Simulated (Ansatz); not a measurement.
# ZnS, response to strain

Consider ZnS in the zinc blende structure (space group F-43m, No. 216; a = 5.357 Å). Axes: x, y, z lie along the cube axes.

Strains are applied to the cell and any free atomic positions relax; under biaxial strain the out-of-plane vector relaxes too; under stress the whole cell relaxes.

Computed with Ansatz (a quantum-chemistry and plane-wave program), PBEsol, PAW, cutoff 420 eV, no spin-orbit coupling, earlier PAW set.

Notes on the quantities. pressure: mean of the normal stresses, compression positive; energy relative to the base: free energy F.

```json
[
 {"variant": "base", "volume per atom": "19.22 Å³", "pressure": "-0.01 GPa", "energy relative to the base": "0 meV/atom"},
 {"variant": "biaxial strain +1.12 %, plane normal [001], relaxed out of plane", "volume per atom": "19.38 Å³", "pressure": "-0.67 GPa", "energy relative to the base": "+1.4 meV/atom"},
 {"variant": "biaxial strain −4.52 %, plane normal [110], relaxed out of plane", "volume per atom": "___", "pressure": "4.52 GPa", "energy relative to the base": "+36 meV/atom"},
 {"variant": "biaxial strain +1.49 %, plane normal [111], relaxed out of plane", "volume per atom": "19.60 Å³", "pressure": "___", "energy relative to the base": "+4.2 meV/atom"},
 {"variant": "isotropic strain −5.42 %", "volume per atom": "16.26 Å³", "pressure": "___", "energy relative to the base": "+151 meV/atom"},
 {"variant": "uniaxial strain ε_zz = −0.18 %", "volume per atom": "19.18 Å³", "pressure": "___", "energy relative to the base": "0.0 meV/atom"},
 {"variant": "tensor shear ε_xz = −0.79 %", "volume per atom": "19.21 Å³", "pressure": "-0.01 GPa", "energy relative to the base": "+0.7 meV/atom"},
 {"variant": "tensor shear ε_xy = −1.38 %", "volume per atom": "19.21 Å³", "pressure": "-0.01 GPa", "energy relative to the base": "+2.2 meV/atom"},
 {"variant": "tensor shear ε_xz = +0.48 %", "volume per atom": "19.22 Å³", "pressure": "-0.01 GPa", "energy relative to the base": "+0.3 meV/atom"},
 {"variant": "uniaxial stress, 0.5 GPa tension along x", "volume per atom": "19.25 Å³", "pressure": "–", "energy relative to the base": "+0.3 meV/atom"}
]
```

**Question.** Some entries are withheld; estimate them.

**Answer.** 
- biaxial strain −4.52 %, plane normal [110], relaxed out of plane, volume per atom: 18.20 Å³
- biaxial strain +1.49 %, plane normal [111], relaxed out of plane, pressure: -1.53 GPa
- isotropic strain −5.42 %, pressure: 19.10 GPa
- uniaxial strain ε_zz = −0.18 %, pressure: 0.13 GPa

Beyond what the load breaks, stability against distortions was not tested.
